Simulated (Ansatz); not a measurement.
GaP under load (space group I-4m2): band-edge transport data

Consider the following.

```
CELL_PARAMETERS angstrom
      0.00000     2.69131     2.75474
      2.69131     0.00000     2.75474
      2.69131     2.69131     0.00000
ATOMIC_POSITIONS crystal
  Ga 0.00000 0.00000 0.00000
  P  0.25000 0.25000 0.25000
```

Method: r2SCAN with spin-orbit coupling, rigid bands (plane waves, PAW; Ansatz, a program for electronic structure). Condition of this run: biaxial stress xx = yy = 2 GPa (compression positive) (the target of the relaxation). How the cell was made: cell and atoms relaxed with r2SCAN, then loaded as said.

- band gap: 1.68 eV
- electron conductivity mass (300 K, dilute): 0.40 (x), 0.40 (y), 0.25 (z) mₑ
- hole conductivity mass (300 K, dilute): 0.38 (x), 0.38 (y), 0.46 (z) mₑ
- effective density of states N_c (300 K): 2.5e19 cm⁻³
- effective density of states N_v (300 K): 1.1e19 cm⁻³
- density-of-states mass, electrons: 1.00 mₑ
- density-of-states mass, holes: 0.56 mₑ
- Seebeck coefficient, n-type 1e19 cm⁻³, 300 K: -291 μV/K
- Seebeck coefficient, p-type 1e19 cm⁻³, 300 K: 280 μV/K
- best p-type power factor at 300 K for τ = 10 fs (best axis; densities from 1e16 to 1e21 cm⁻³ tried, whether or not they can be reached): 12.7 μW/(cm·K²) at 3e20 cm⁻³

Rigid bands; masses and Seebeck coefficients take one relaxation time τ for all states and one kind of carrier; polarons and phonon drag are left out.
